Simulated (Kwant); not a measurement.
Model: Hückel tight-binding model, one pz orbital an atom, one spin, coherent transport at 0 K (Kwant). Conductance is in e²/h.

System: π system c1ccc2c(c1)[nH]c1ccccc12 between two chain leads. The π system is taken as planar. Atoms are numbered from 0 in the order of the SMILES. Site energies (eV, carbon 0): [0.0, 0.0, 0.0, 0.0, 0.0, 0.0, -4.5, 0.0, 0.0, 0.0, 0.0, 0.0, 0.0]. Bonds (i, j, β in eV): (0,1,-3) (1,2,-3) (2,3,-3) (3,4,-3) (4,5,-3) (4,6,-2.4) (6,7,-2.4) (7,8,-3) (8,9,-3) (9,10,-3) (10,11,-3) (11,12,-3) (5,0,-3) (12,7,-3) (12,3,-3). Leads: chains of hopping −4.5 eV, joined by −0.9 eV to atoms 1 and 10.

Site energies and bond integrals are typed Hückel values.

Sweep values stay those of the base run.

One input was changed, with this effect: transmission at E = 0 0.00011 → 7.0e-6.

### Question
Which change was it?
A. contacts moved from atoms [1, 10] to [0, 8]
B. contacts moved from atoms [1, 10] to [0, 2]
C. contacts moved from atoms [1, 10] to [5, 8]
D. contacts moved from atoms [1, 10] to [1, 2]
E. contacts moved from atoms [1, 10] to [2, 8]
F. contacts moved from atoms [1, 10] to [2, 5]

### Answer
B, contacts moved from atoms [1, 10] to [0, 2]
